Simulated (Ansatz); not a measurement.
# WS2, response to strain

Consider WS2 (space group P6_3/mmc, No. 194; a = 3.115 Å, c = 11.772 Å; layered, stacked along the Cartesian z axis). Axes: x lies along a and z along c of the hexagonal cell.

Strains are applied to the cell and any free atomic positions relax.

Computed with PBEsol-D3(BJ) (Ansatz, a first-principles code, PAW, no spin-orbit coupling).

Notes on the quantities. energy relative to the base: free energy F; pressure: mean of the normal stresses, compression positive.

| change | hole mass | electron mass | energy relative to the base | shortest interatomic distance | pressure |
|---|---|---|---|---|---|
| base | 0.96 mₑ along c, 0.46 mₑ across (at Γ) | 0.39 mₑ along c, 0.46 mₑ across (off the special points) | 0 meV/atom | 2.389 Å | 0.0 kbar |
| uniaxial strain ε_xx = −3.00 % | 0.64 mₑ along x, 0.43 mₑ along y, 0.86 mₑ along z (at Γ) | 0.43 mₑ along x, 0.46 mₑ along y, 0.35 mₑ along z (off the special points) | +14 meV/atom | 2.374 Å | 38.7 kbar |
| uniaxial strain ε_xx = −2.40 % | 0.59 mₑ along x, 0.44 mₑ along y, 0.88 mₑ along z (at Γ) | 0.43 mₑ along x, 0.46 mₑ along y, 0.36 mₑ along z (off the special points) | +8.8 meV/atom | 2.377 Å | 30.3 kbar |
| uniaxial strain ε_xx = −1.80 % | 0.55 mₑ along x, 0.44 mₑ along y, 0.89 mₑ along z (at Γ) | 0.43 mₑ along x, 0.45 mₑ along y, 0.37 mₑ along z (off the special points) | +4.8 meV/atom | 2.379 Å | 22.3 kbar |
| uniaxial strain ε_xx = −1.20 % | 0.52 mₑ along x, 0.45 mₑ along y, 0.91 mₑ along z (at Γ) | 0.44 mₑ along x, 0.46 mₑ along y, 0.38 mₑ along z (off the special points) | (withheld) | 2.382 Å | 14.5 kbar |
| uniaxial strain ε_xx = −0.60 % | 0.49 mₑ along x, 0.45 mₑ along y, 0.93 mₑ along z (at Γ) | 0.44 mₑ along x, 0.47 mₑ along y, 0.38 mₑ along z (off the special points) | +0.5 meV/atom | 2.386 Å | (withheld) |

Q: Some entries are withheld; estimate them.

A: 
- uniaxial strain ε_xx = −1.20 %, energy relative to the base: +2.1 meV/atom
- uniaxial strain ε_xx = −0.60 %, pressure: 7.0 kbar

With W present, leaving out spin-orbit coupling can change the band edges. The levels and masses belong to the bands next to the band gap. Masses are band curvatures over ±0.01 Å⁻¹ around the edge. Whether these cells are dynamically stable was not tested. k-point labels follow each cell's own Brillouin zone.
